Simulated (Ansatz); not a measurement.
Take Pt in the fcc (Cu type) structure (space group Fm-3m, No. 225; relaxed with 0.1 eV smearing) as the base.

```xyz
1
Lattice="0.0000 1.9477 1.9477 1.9477 0.0000 1.9477 1.9477 1.9477 0.0000" Properties=species:S:1:pos:R:3 pbc="T T T"
Pt     0.0000     0.0000     0.0000
```

Cartesian axes are those of the cell as printed.

Computed with LDA (Ansatz, a program for electronic structure; PAW; 420 eV plane waves; without spin-orbit coupling).

The change: the cell is compressed by 2.50 % along z with no lateral relaxation; the atoms relax in the strained cell.

Problem. Predict the stress tensor and what it implies for the stiffness.

Solution. Stress of the strained cell less that of the base (GPa, compression positive):
```
    7.4     0.0     0.0
    0.0     7.4     0.0
    0.0     0.0    10.3
```

Then −Δσ_ii/ε with ε = -0.0250 gives secant stiffness values (nonlinear terms included at this strain): C33 ≈ 411 GPa, C13 ≈ 295 GPa and C23 ≈ 295 GPa.

As a check, the harmonic strain energy −½ V₀ Δσ:ε is 12 meV/atom; the computed energy rise is 12 meV/atom.

Whether these cells are dynamically stable was not tested. All final runs are without spin polarisation.
